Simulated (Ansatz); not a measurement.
**A computed series for IrO2: pressure series**

Start from IrO$_{2}$ in the rutile structure (space group P4_2/mnm, No. 136; a = 4.472 Å, c = 3.154 Å).

Cell and atoms are relaxed at each pressure.

Calculations: PBEsol in Ansatz (plane waves to 420 eV, PAW, spin-orbit coupling left out).

| pressure (GPa) | volume per atom (Å³/atom) |
|---|---|
| -2 | 10.584 |
| -1 | 10.547 |
| 0 | 10.511 |
| 0.3 | ? |
| 0.7 | 10.486 |
| 3 | 10.405 |
| 5 | 10.339 |
| 7.5 | 10.258 |
| 10 | 10.181 |

**Question.** Fit the third-order Birch–Murnaghan form P(V) = (3B₀/2)[(V₀/V)^(7/3) − (V₀/V)^(5/3)]·[1 + (3/4)(B₀′ − 4)((V₀/V)^(2/3) − 1)] (squares taken in P) to the rows shown and predict the withheld row.

**Answer.** Least squares on the printed values gives V₀ = 10.511 Å³/atom, B₀ = 292 GPa, B₀′ = 4.5; this predicts 10.500 Å³/atom, and the run gives 10.500 Å³/atom, in agreement.

Load acts through the strain it causes; cell and atoms are relaxed under it. No phonon test of stability was made. No other phases were tried under pressure. No Hubbard U is applied, and correlation can decide whether such a compound is a metal. The final runs are not spin-polarised.

Ansatz is a first-principles code.
